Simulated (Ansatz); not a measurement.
YGe (Cmcm), PBEsol, DFPT electron-phonon coupling, linearised Boltzmann equation in Ansatz (a program for electronic structure). Phonon-limited resistivity 37.8 μΩ·cm at 300 K along y (a = (2.12, -5.31, 0.00) Å; b = (2.12, 5.31, 0.00) Å; c = (0.00, 0.00, 3.91) Å), 51.6 μΩ·cm at 400 K, current-weighted mean free path 8.8 nm, Drude plasma energy 2.93 eV.

### Question
What is the classical skin depth at 100 GHz (nonmagnetic, μ₀ = 1.257×10⁻⁶ H/m)?

### Answer
δ = √(ρ/(π f μ₀)) = 979 nm.

### Question
What temperature coefficient of resistance follows, and how does it compare with 1/T?

### Answer
(ρ₄₀₀ − ρ₃₀₀)/(100 K × ρ₃₀₀) = 3.65×10⁻³ K⁻¹, against 1/T = 3.33×10⁻³ K⁻¹ for a resistivity proportional to T. It lies higher because phonons are still being populated at 300 K; impurities would add a constant and lower it.

### Question
Estimate the resistivity of a 80 nm square wire with diffuse walls from ρ ≈ ρ₀(1 + 3ℓ/4d).

### Answer
1 + 0.75 × 8.8/80 = 1.08, so ρ ≈ 40.9 μΩ·cm and a line 1 μm long has 63.9 Ω. The formula is the free-electron limit for d well above ℓ; grain boundaries add to it.

A metal at this level (no band gap). Only scattering by harmonic phonons is included (no impurities, grain boundaries, electron-electron scattering or thermal expansion). Spin-orbit coupling is left out. Halving the electron mesh (20x20x24) moves the resistivity by up to 5 % at 300 K, the mean free path by up to 6 %. Smearing 0.20 eV; phonons on a 4x4x4 q mesh, which this run doesn't test.

Computed structure with no diffraction record at hand here (it may be known, metastable or hypothetical): YGe (Cmcm).
